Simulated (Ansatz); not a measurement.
WC, response to strain

Base system: WC (space group P-6m2, No. 187; relaxed with 0.1 eV smearing).

```
CELL_PARAMETERS angstrom
      2.88431     0.00000     0.00000
     -1.44215     2.49788     0.00000
      0.00000     0.00000     2.81153
ATOMIC_POSITIONS crystal
  W  0.00000 0.00000 0.00000
  C  0.33333 0.66667 0.50000
```

Cartesian axes are those of the cell as printed.

Strains are applied to the cell and any free atomic positions relax.

All numbers come from Kohn–Sham DFT with the LDA functional, run in Ansatz (a program for electronic structure) with PAW and 420 eV plane waves, spin-orbit coupling left out.

Notes on the quantities. energy relative to the base: free energy F; pressure: mean of the normal stresses, compression positive.

```json
[
 {"variant": "base", "energy relative to the base": "0 meV/atom", "volume per atom": "10.13 Å³", "pressure": "0.0 GPa"},
 {"variant": "uniaxial strain ε_zz = −3.00 %", "energy relative to the base": "+31 meV/atom", "volume per atom": "9.82 Å³", "pressure": "15.6 GPa"},
 {"variant": "uniaxial strain ε_zz = −2.50 %", "energy relative to the base": "+21 meV/atom", "volume per atom": "9.87 Å³", "pressure": "12.8 GPa"},
 {"variant": "uniaxial strain ε_zz = −2.00 %", "energy relative to the base": "?", "volume per atom": "9.93 Å³", "pressure": "?"},
 {"variant": "uniaxial strain ε_zz = −1.00 %", "energy relative to the base": "+3.3 meV/atom", "volume per atom": "10.03 Å³", "pressure": "4.9 GPa"},
 {"variant": "uniaxial strain ε_zz = −0.50 %", "energy relative to the base": "+0.8 meV/atom", "volume per atom": "10.08 Å³", "pressure": "2.4 GPa"},
 {"variant": "uniaxial strain ε_zz = +1.00 %", "energy relative to the base": "+3.2 meV/atom", "volume per atom": "10.23 Å³", "pressure": "-4.5 GPa"},
 {"variant": "uniaxial strain ε_zz = +1.50 %", "energy relative to the base": "+7.0 meV/atom", "volume per atom": "10.28 Å³", "pressure": "-6.7 GPa"},
 {"variant": "uniaxial strain ε_zz = +2.50 %", "energy relative to the base": "+19 meV/atom", "volume per atom": "10.38 Å³", "pressure": "-10.8 GPa"},
 {"variant": "uniaxial strain ε_zz = +3.00 %", "energy relative to the base": "+27 meV/atom", "volume per atom": "10.43 Å³", "pressure": "-12.8 GPa"}
]
```

Task: Fill in the withheld entries from the trend.

Result: 
- uniaxial strain ε_zz = −2.00 %, energy relative to the base: +13 meV/atom
- uniaxial strain ε_zz = −2.00 %, pressure: 10.1 GPa

Stability against distortions was not tested. The final runs are not spin-polarised.
